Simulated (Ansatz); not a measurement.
Results of r²SCAN+SOC (Ansatz, an electronic-structure program, plane waves, PAW) for GaSb (model structure, started from the BN type, Pm-3n, No. 223, 12 atoms in the cell).

Input file:

Ansatz 0.2 input:
```yaml
crystal:
  lattice:
    - [7.5490248126, 0.0, 0.0]
    - [0.0, 7.5490248126, 0.0]
    - [0.0, 0.0, 7.5490248126]
  atoms:
    - { symbol: Ga, position: [0.25, 0.0, 0.5] }
    - { symbol: Ga, position: [0.5, 0.25, 0.0] }
    - { symbol: Ga, position: [0.5, 0.75, 0.0] }
    - { symbol: Ga, position: [0.75, 0.0, 0.5] }
    - { symbol: Ga, position: [0.0, 0.5, 0.75] }
    - { symbol: Ga, position: [0.0, 0.5, 0.25] }
    - { symbol: Sb, position: [0.25, 0.5, 0.0] }
    - { symbol: Sb, position: [0.0, 0.25, 0.5] }
    - { symbol: Sb, position: [0.0, 0.75, 0.5] }
    - { symbol: Sb, position: [0.75, 0.5, 0.0] }
    - { symbol: Sb, position: [0.5, 0.0, 0.75] }
    - { symbol: Sb, position: [0.5, 0.0, 0.25] }
basis:
  ecutwfc: 560
  ecutrho_ratio: 4
  xc_grid: 3
kpoints:
  mp_grid: { grid: [8, 8, 8] }
hamiltonian:
  xc: r2scan
  dispersion: none
  pseudopotentials: { kind: paw }
scf:
  occupations: { method: fermi_dirac, width: 0.05 }
  convergence: { dr2_threshold: 0.0000000012 }
output:
  forces: true
  stress: true
  eigenvalues: true
magnetization:
  noncollinear: true
  spin_orbit: true
```

Question: How many irreducible k-points, plane waves at Γ does the program set up, and what pressure does the run end with?

Answer: 35 irreducible k-points, 13037 plane waves at Γ; P = 0.39 GPa, so the cell is compressed on average and its volume would grow at this level.

The run printed, among other lines:

```
Crystal: 12 atoms, lattice volume = 430.202 Å³
Basis set: ecut = 560 eV, 13037 PW (Γ), exchange–correlation on 180×180×180 points (27 copies of the dense FFT grid, shifted against one another)
Bands: 202, of which v1, the nominal top of the filled ones, is band 168 counted from 1 (167 counted from 0)
Symmetry: 48 space group operations + 48 with time reversal
k-points: 35 of 512
Initial density: superposition of atomic densities (chi_scale 0.1, normalization cell, long waves kept (reshape's long-wave potential 0.00 eV rms))
Functional: x = r2scan, c = r2scan; τ floored in thin density (d = 2e-4 eV/Å³)
spin=Noncollinear: Resta preconditioning applied to the charge; magnetization (m_x, m_y, m_z) channels mix plain (no charge-response kernel on spin).
SCF 1 converged in 10 iterations: F = -61657.229467 eV  dr2 = 6.59e-10
SCF converged after 10 iterations
Free energy (F): -61657.229467 eV
Internal energy: -61657.228555 eV  (E = F + TS)
E sigma→0 (E₀):  -61657.229011 eV
Fermi energy:    5.432905 eV
--- Stress (GPa, compression-positive) ---
        0.389213      -0.000000       0.000000
       -0.000000       0.389213       0.000000
        0.000000       0.000000       0.389213
  P = ⅓ Tr σ = 0.3892 GPa (3.892 kbar)
```

The PAW data were made under PBE.

Note: the relaxation could raise the start's symmetry but not lower it, so the cell can be a saddle point. Note: cell and atoms aren't relaxed at this level (pressure 0.4 GPa).

A model structure was made by putting elements into a prototype or built by hand; it is no filed structure, need not be a known phase, and can be a saddle point held by its symmetry.
